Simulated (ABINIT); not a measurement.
## Pressure against volume in bcc Nb (space group 229) (ABINIT, PBE)

```xyz
1
Lattice="-1.6207 1.6207 1.6207 1.6207 -1.6207 1.6207 1.6207 1.6207 -1.6207" Properties=species:S:1:pos:R:3 pbc="T T T"
Nb     0.0000     0.0000     0.0000
```

Method: PBE, norm-conserving pseudopotentials (PseudoDojo nc-sr-05 PBE standard) (plane waves; ABINIT). Settings: pseudos = [Nb.upf]; ecut = 1442 eV; occopt = 3; tsmear = 0.05 eV; ngkpt = 25 25 25; nshiftk = 1; shiftk = 0 0 0; potentials = PseudoDojo nc-sr-05 PBE standard; nband = 12; kptopt = 1; nstep = 50; tolvrs = 1e-12. The cell above is the first row's. The rows scale it uniformly. In all rows the k mesh is held.

| V (Å^3/atom) | P (GPa) |
|---|---|
| 17.027 | ? |
| 17.397 | 7.88 |
| 17.767 | 3.88 |
| 18.137 | 0.22 |
| 18.508 | -3.11 |
| 18.878 | -6.14 |
| 19.248 | -8.90 |
| 19.618 | -11.40 |
| 19.988 | -13.66 |

Q: Using a cubic, estimate the missing P at V = 17.027 from the other rows, showing the fit.

A: With u = V - 18.7, the rows have u = -1.3030, -0.9330, -0.5630, -0.1920, 0.1780, 0.5480, 0.9180, 1.2880. Least squares gives P = -4.723 - 8.1735·u + 1.0528·u² - 0.0742·u³. Residuals (row less fit): 0.001, 0.000, -0.006, 0.004, 0.005, -0.002, -0.004, 0.002; standard error 0.005 (degrees of freedom: 4). The fitted pressure is zero at V0 = 18.16, where dP/dV = -9.373, so B0 = -V0·dP/dV = 170 GPa. At the withheld row, u = -1.6730, so P = -4.723 - 8.1735 × (-1.6730) + 1.0528 × (-1.6730)² - 0.0742 × (-1.6730)³ = 12.245 GPa. The calculation gives 12.27 GPa, 0.025 GPa above the prediction (0.1 % of the range of P in the table). The row lies outside the fitted rows, so this is an extrapolation. From the scatter of the fitted rows alone, a prediction at this place has a standard error of 0.013 GPa, so the miss is 1.9 times that.

Carrying the step between the two nearest rows on in a straight line would have given 11.88, off by 0.39; series whose last step already gives the withheld value aren't shown. The scan was laid around a cell of about the measured size, scaled by a guess for this functional. Spin polarisation is off. Cutoffs and mesh are single choices, not tested for convergence of this quantity. Series with a scatter that would blur these digits, or in which a gap closes, are not shown.
